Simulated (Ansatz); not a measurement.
The starting structures come from a database of crystals and need not be the phases stable at ambient conditions.

By PBEsol, the system below comes out a metal.

The ballistic (Sharvin) conductance counts the channels at the Fermi level: G/A = (e²/h) × channels of both spins per area.

Consider the following.

```
Sn
1.0
    3.32152     0.00000     0.00000
    0.00000     4.05838     0.00000
    1.66076    -2.02919     2.09007
Sn
1
Direct
  0.00000   0.00000   0.00000
```

Space group of this cell: Immm. The cell is strained (lengths along the current scaled by 1.03, ions clamped); by PBEsol its mean pressure is -2.9 GPa.

The current flows along the normal of the first two printed cell vectors. No spin-orbit coupling; the value is a mean over 0.1 eV about the Fermi level.

Q: Give the ballistic conductance per area that PBEsol (Ansatz, a quantum-chemistry and plane-wave program) yields.

A: 1.2 × 10¹⁵ S/m² for both spins.
